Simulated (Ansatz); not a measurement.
Electronic density of states of amorphous Si24O48H2, density 2.18 g/cm³, on a 2×2×2 Γ-centred mesh with a Gaussian width of 0.1 eV; energies count from the Fermi level, whose place inside the gap is arbitrary. Cell and mesh are small, so fine structure isn't converged. Calculation: PBE, scalar-relativistic without spin-orbit coupling (plane waves to 420 eV, PAW; Ansatz, a first-principles code). Sampling: a 2×2×2 Γ-centred mesh; Fermi-Dirac width 0.02 eV; no spin polarisation. The usual formal charges leave 2 electrons over, so the level spacing at the Fermi energy parts defect or band states and needn't be the band gap. At PBE the levels at the filled edge of the gap are localised (band-tail or defect states), and the nearest spread-out levels lie 5.2 eV apart at the zone centre.

Preparation: random packing, a CHGNet melt and quench, and a DFT relaxation. O atoms were pushed apart under 1.9 Å during the dynamics, to hinder bonds among them. The hot cell started wider than the set density and was brought back towards it in steps. It is the lowest in DFT energy of 2 quenches. It is a model cell: composition and starting density were chosen by hand, and all elements were melted together. No dispersion term was used. Its density started from a set value of 2.18 and ended at 2.18 g/cm³. Cooling (nominally 670 K/ps over its main leg) ran many orders faster than in experiment, which tends to leave more defects and strain. A cell of this size samples the disorder only roughly. The volume was held where the preparation left it, at a PBE pressure of -1.6 GPa (tension). Stress components on the final sampling reach 3.2 GPa. On a 2×2×2 Γ-centred mesh force components of up to 0.22 eV/Å stay, since the relaxation ran on the zone centre alone.

(E - EF (eV), states/(eV atom)): (-12.00, 0.16); (-11.90, 0.19); (-11.80, 0.21); (-11.70, 0.18); (-11.60, 0.15); (-11.50, 0.19); (-11.40, 0.20); (-11.30, 0.24); (-11.20, 0.24); (-11.10, 0.22); (-11.00, 0.17); (-10.90, 0.20); (-10.80, 0.20); (-10.70, 0.17); (-10.60, 0.19); (-10.50, 0.20); (-10.40, 0.20); (-10.30, 0.21); (-10.20, 0.25); (-10.10, 0.30); (-10.00, 0.31); (-9.90, 0.40); (-9.80, 0.41); (-9.70, 0.41); (-9.60, 0.50); (-9.50, 0.60); (-9.40, 0.68); (-9.30, 0.66); (-9.20, 0.64); (-9.10, 0.63); (-9.00, 0.51); (-8.90, 0.26); (-8.80, 0.05); (-8.70, 0.01); (-8.60, 0.06); (-8.50, 0.18); (-8.40, 0.20); (-8.30, 0.11); (-8.20, 0.12); (-8.10, 0.14); (-8.00, 0.17); (-7.90, 0.29); (-7.80, 0.24); (-7.70, 0.25); (-7.60, 0.42); (-7.50, 0.42); (-7.40, 0.33); (-7.30, 0.43); (-7.20, 0.60); (-7.10, 0.59); (-7.00, 0.63); (-6.90, 0.66); (-6.80, 0.66); (-6.70, 0.70); (-6.60, 0.79); (-6.50, 0.79); (-6.40, 0.77); (-6.30, 0.80); (-6.20, 0.80); (-6.10, 0.76); (-6.00, 0.71); (-5.90, 0.74); (-5.80, 0.86); (-5.70, 0.90); (-5.60, 0.92); (-5.50, 0.89); (-5.40, 0.82); (-5.30, 0.80); (-5.20, 0.83); (-5.10, 0.80); (-5.00, 0.78); (-4.90, 0.78); (-4.80, 0.69); (-4.70, 0.71); (-4.60, 0.77); (-4.50, 0.71); (-4.40, 0.61); (-4.30, 0.50); (-4.20, 0.21); (-4.10, 0.12); (-4.00, 0.11); (-3.90, 0.08); (-3.80, 0.14); (-3.70, 0.08); (-3.60, 0.01); (-3.50, 0.00); (-3.40, 0.00); (-3.30, 0.00); (-3.20, 0.00); (-3.10, 0.00); (-3.00, 0.00); (-2.90, 0.00); (-2.80, 0.00); (-2.70, 0.00); (-2.60, 0.00); (-2.50, 0.00); (-2.40, 0.00); (-2.30, 0.00); (-2.20, 0.00); (-2.10, 0.00); (-2.00, 0.00); (-1.90, 0.00); (-1.80, 0.00); (-1.70, 0.00); (-1.60, 0.00); (-1.50, 0.00); (-1.40, 0.00); (-1.30, 0.00); (-1.20, 0.00); (-1.10, 0.03); (-1.00, 0.12); (-0.90, 0.10); (-0.80, 0.01); (-0.70, 0.00); (-0.60, 0.00); (-0.50, 0.00); (-0.40, 0.00); (-0.30, 0.00); (-0.20, 0.00); (-0.10, 0.00); (0.00, 0.00); (0.10, 0.00); (0.20, 0.00); (0.30, 0.00); (0.40, 0.00); (0.50, 0.00); (0.60, 0.00); (0.70, 0.00); (0.80, 0.01); (0.90, 0.02); (1.00, 0.01); (1.10, 0.02); (1.20, 0.04); (1.30, 0.04); (1.40, 0.06); (1.50, 0.07); (1.60, 0.07); (1.70, 0.08); (1.80, 0.05); (1.90, 0.05); (2.00, 0.08); (2.10, 0.07); (2.20, 0.11); (2.30, 0.13); (2.40, 0.13); (2.50, 0.10); (2.60, 0.09); (2.70, 0.14); (2.80, 0.16); (2.90, 0.13); (3.00, 0.15); (3.10, 0.19); (3.20, 0.21); (3.30, 0.20); (3.40, 0.23); (3.50, 0.25); (3.60, 0.23); (3.70, 0.29); (3.80, 0.36); (3.90, 0.34); (4.00, 0.29); (4.10, 0.32); (4.20, 0.38); (4.30, 0.45); (4.40, 0.48); (4.50, 0.49); (4.60, 0.51); (4.70, 0.49)

The level spacing at the Fermi energy on this mesh is 1.85 eV; the broadening fills part of it in the curve.
